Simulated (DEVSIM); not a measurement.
Structure: illuminated Si n-on-p cell, one wavelength, with a back-surface field, at 250 K.

```csv
layer (left to right),material,thickness (μm),Nd (cm⁻³),Na (cm⁻³),τn (s),τp (s),absorption coefficient (cm⁻¹)
1,Si,0.260,4.3e18,-,2.7e-5,8e-5,460
2,Si,290,-,4.6e16,0.00038,0.00038,460
3,Si,0.480,-,1e18,0.00038,0.00038,460
```

Left contact: ohmic, minority hole recombination velocity 10000 cm/s. Right contact: ohmic, minority electron recombination velocity 4000 cm/s. Voltage is applied to the left contact. Recombination: SRH at mid-gap, radiative, Auger. Light enters at the left, 2e18 photons cm⁻² s⁻¹, one pass, no reflection. Mobility is μmin + (μ − μmin)/(1 + (N/Nref)^α).

The device is made up for the run: typed textbook-type constants, with dimensions and the other settings drawn at random. Values at 300 K; Nc and Nv go as T^1.5, mobilities as T to minus their exponent, the gap by Varshni's rule with the affinity fixed.

```
parameter               Si
----------------  --------
gap (eV)             1.124
affinity (eV)         4.05
permittivity          11.7
Nc (cm⁻³)          2.86e19
Nv (cm⁻³)           3.1e19
μn (cm²/Vs)           1417
μp (cm²/Vs)            470
μn,min                  52
μp,min                  45
Nref,n              9.7e16
Nref,p              2.2e17
αn                    0.68
αp                    0.72
T exponent of μn       2.3
T exponent of μp       2.2
B (cm³/s)          4.7e-15
Cn (cm⁶/s)         2.8e-31
Cp (cm⁶/s)         9.9e-32
Varshni α (eV/K)  0.000473
Varshni β (K)          636
```

DEVSIM, 1D drift-diffusion, Boltzmann statistics, complete ionisation; no tunnelling, impact ionisation, image-force lowering or self-heating.

Base results: dark forward voltage at 100 A/cm² (V) 0.988; share of generated pairs collected at short circuit 0.985; largest power (mW/cm²) 229; dark forward voltage at 1 A/cm² (V) 0.853.

### Question
What follows from this one change: thickness of layer 2 290 → 870 μm?

### Answer
dark forward voltage at 100 A/cm² 0.988 → 1.118 V; share of generated pairs collected at short circuit little changed (0.982); largest power little changed (227 mW/cm²); dark forward voltage at 1 A/cm² little changed (0.857 V).

### Question
What follows from this one change: recombination velocity at the left contact 10000 → 100 cm/s?

### Answer
dark forward voltage at 100 A/cm² little changed (0.988 V); share of generated pairs collected at short circuit little changed (0.985); largest power 229 → 232 mW/cm²; dark forward voltage at 1 A/cm² 0.853 → 0.861 V.

### Question
What follows from this one change: constant mobility in place of the doping-dependent one?

### Answer
dark forward voltage at 100 A/cm² 0.988 → 0.975 V; share of generated pairs collected at short circuit 0.985 → 0.990; largest power little changed (230 mW/cm²); dark forward voltage at 1 A/cm² little changed (0.851 V).
